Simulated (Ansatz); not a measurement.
Start from SrCl$_{2}$ in the fluorite structure (space group Fm-3m, No. 225).

```yaml
crystal:
  lattice:
    - [0.00000, 3.45392, 3.45392]
    - [3.45392, 0.00000, 3.45392]
    - [3.45392, 3.45392, 0.00000]
  atoms:
    - { symbol: Sr, position: [0.00000, 0.00000, 0.00000] }
    - { symbol: Cl, position: [0.25000, 0.25000, 0.25000] }
    - { symbol: Cl, position: [0.75000, 0.75000, 0.75000] }
```

Method: PBEsol (Ansatz, a quantum-chemistry and plane-wave program; PAW; 420 eV plane waves; scalar-relativistic without spin-orbit coupling).

Base values:

The band gap comes out as 5.25 eV and the gap character is indirect, X → Γ.

One thing is altered: the cell is scaled by 0.9750 in all directions; the atoms relax in the strained cell.

Problem. Estimate the effect on the band gap.

Solution. The band gap rises by 0.014 eV to 5.27 eV.

Problem. What happens to the energy relative to the base?

Solution. The energy rises by 20 meV/atom.

Problem. How does this affect the gap character?

Solution. The gap character changes from indirect, X → Γ to direct at X.

Stability against distortions was not tested.
